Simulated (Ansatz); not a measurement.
## How the equilibrium volume per atom of SnTe (model structure, started from the PtS type, P4₂/mmc, No. 131, 4 atoms in the cell) moves with the method

No measured value is used here.

Problem. Put these levels in order of the equilibrium volume per atom that they give for SnTe (model structure, started from the PtS type, P4₂/mmc, No. 131, 4 atoms in the cell), smallest first: PBE (Ansatz, a program for electronic structure), PBE-D3(BJ) (Ansatz), PBEsol (Ansatz).

Solution. PBEsol (35.45 Å³/atom), PBE-D3(BJ) (36.16 Å³/atom), PBE (38.66 Å³/atom)

Ansatz's density-functional and Hartree–Fock values are scalar-relativistic unless marked +SOC, with PAW data made under PBE.

A model structure was made by putting elements into a prototype or built by hand; it is no filed structure, need not be a known phase, and can be a saddle point held by its symmetry.
